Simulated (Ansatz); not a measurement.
**Parameter sweep on Na₂CuI₂Cl₂ (P4/mmm, 7 atoms in the cell)**

```
CELL_PARAMETERS angstrom
      5.33782     0.00000     0.00000
      0.00000     5.33782     0.00000
      0.00000     0.00000     6.72026
ATOMIC_POSITIONS crystal
  Na 0.00000 0.50000 0.50000
  Na 0.50000 0.00000 0.50000
  Cu 0.00000 0.00000 0.00000
  I  0.00000 0.50000 0.00000
  I  0.50000 0.00000 0.00000
  Cl 0.00000 0.00000 0.50000
  Cl 0.50000 0.50000 0.50000
```

Base run A: PBEsol, default PAW files made with PBE in Ansatz (a quantum-chemistry and plane-wave program), self-consistent single point.

Its settings: basis.ecutwfc = 420 eV; kpoints.mp_grid.grid = 4 4 3; hamiltonian.xc = pbesol; hamiltonian.pseudopotentials = {kind: paw} (the program's default PAW files); scf.occupations.method = methfessel_paxton; scf.occupations.width = 0.1 eV.

The starting cell comes from a database of computed structures (which also holds hypothetical and non-ambient phases and stackings), without a prior relaxation at this level. Spin polarisation is off; with an odd number of electrons in the cell that forces a metal, and a magnetic state may lie lower. Ansatz's pressure includes its estimate of the finite-basis (Pulay) stress.

```tsv
run	change	pressure (GPa)	valence electrons
A	base	-0.87	85
B	basis.ecutwfc: 420 eV → default (700 eV); hamiltonian.pseudopotentials: {kind: paw} (the program's default PAW files) → {kind: paw, source: ansatz}	-0.87	85
C	basis.ecutwfc: 420 eV → default (1050 eV); hamiltonian.pseudopotentials: {kind: paw} (the program's default PAW files) → {kind: paw, level: accurate}	-0.87	85
D	basis.ecutwfc: 420 eV → default (420 eV); hamiltonian.pseudopotentials: {kind: paw} (the program's default PAW files) → {kind: paw, core: large}	-0.87	65
```

Run C against A: The pressure stays at -0.87 GPa.

Run D against A: The pressure stays at -0.87 GPa.

Keys are those of Ansatz 0.2.
